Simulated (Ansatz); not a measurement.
Cost and result by functional for the surface energy of the (11-20) surface of hcp Be in its 1x1 cell, outermost plane spacing 1.13 Å in the ideal cut, in Ansatz (plane waves, PAW). Single points on the PBE structure, on one kind of machine; costs are rough ratios of the slab run's core time (references not counted) to the cheapest single point. r2SCAN's cost holds its higher cutoff (500 against 420 eV). Differences are taken against r2SCAN for comparison alone: no measured value is at hand, so the table doesn't rank accuracy.

Model: 20-atom slab, 10.2 Å thick at the start (thin: gaps and levels are the slab's own), 11x10x1 mesh, Fermi-Dirac 0.1 eV, dipole correction, all atoms relaxed; held to the start's symmetry, so lower structures may exist; no spin, no spin-orbit, no U. These notes are the PBE run's.

```
functional                     relative cost  surface energy (J/m²)  less r2SCAN (J/m²)
-----------------------------  -------------  ---------------------  ------------------
RPBE                                       1                   1.96               -0.20
LDA                                        1                   2.36                0.20
PBEsol                                     1                   2.28                0.11
r2SCAN                                     2                   2.16                0.00
PBE (the relaxed run's value)              –                   2.11               -0.06
```

The values span 0.40 J/m², while the single points' costs differ by a factor of roughly 2. Differences are of unrounded values.

Ansatz is a program for electronic structure.
